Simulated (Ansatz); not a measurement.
## fcc Al (1 1 0) on zinc-blende GaAs (1 1 0) (film strained to the substrate, faces as cut)

A periodic stack without vacuum, fcc Al (1 1 0) on zinc-blende GaAs (1 1 0) (film strained to the substrate, faces as cut): substrate slab As8Ga8, film Al16, surface cells [[0, -1], [1, -1]] and [[1, 0], [1, 2]], film strained by +0.5 and +0.5 %, faces AsGa/AsGa and Al/Al as cut (like faces can put a slab off its formula).

The start was prepared with a machine-learned potential, and the result is one local minimum, with the in-plane cell held and forces under 0.04 eV/Å; the film can end far from its bulk form.

These are PBE (plane waves to 420 eV, PAW; Ansatz, an electronic-structure program) values and carry that method's errors. No spin–orbit coupling; the runs are not spin-polarised; PBE gaps are too small against experiment. Its k-point mesh 9×6×1, Fermi–Dirac width 0.05 eV.

The interface area comes out as 23.3 Å² and the period is 28.63 Å. The gaps between the outermost planes at the two interfaces is 2.21 and 2.20 Å and the Al–As contacts across the interfaces within 1.22 times the sum of covalent radii comes out as 2, mean 2.51 Å. The Al–Ga contacts across the interfaces within 1.22 times the sum of covalent radii comes out as 2, mean 2.62 Å and the estimate of the barrier is withheld, since the Fermi level falls at or inside a band of the host, which a slab this thin can't settle.

```
Al2GaAs
1.0
    4.06278     0.00001     0.02176
    4.06304     5.74550    -0.02267
   -0.18428     1.69637    28.61385
As Ga Al
8 8 16
Direct
  0.64097   0.09741   0.03945
  0.64704   0.57991   0.10896
  0.66925   0.06095   0.18043
  0.68784   0.54281   0.25092
  0.70643   0.02454   0.32237
  0.72590   0.50646   0.39295
  0.74126   0.98855   0.46420
  0.77464   0.46944   0.53418
  0.90126   0.82627   0.11002
  0.87853   0.36234   0.03609
  0.93818   0.79246   0.25141
  0.92008   0.31004   0.17995
  0.97724   0.75516   0.39326
  0.95652   0.27447   0.32192
  0.01288   0.73374   0.53702
  0.99471   0.23550   0.46341
  0.92238   0.59555   0.66041
  0.42329   0.09986   0.66175
  0.13977   0.86404   0.61534
  0.69305   0.34503   0.61412
  0.44645   0.07371   0.76160
  0.94950   0.57462   0.76065
  0.68550   0.33723   0.71368
  0.18310   0.83512   0.71335
  0.97300   0.54883   0.86001
  0.47694   0.04849   0.85947
  0.21370   0.81077   0.81194
  0.70746   0.31364   0.81232
  0.53839   0.00658   0.95923
  0.98284   0.52690   0.95778
  0.74014   0.28262   0.91285
  0.24033   0.78613   0.91146
```
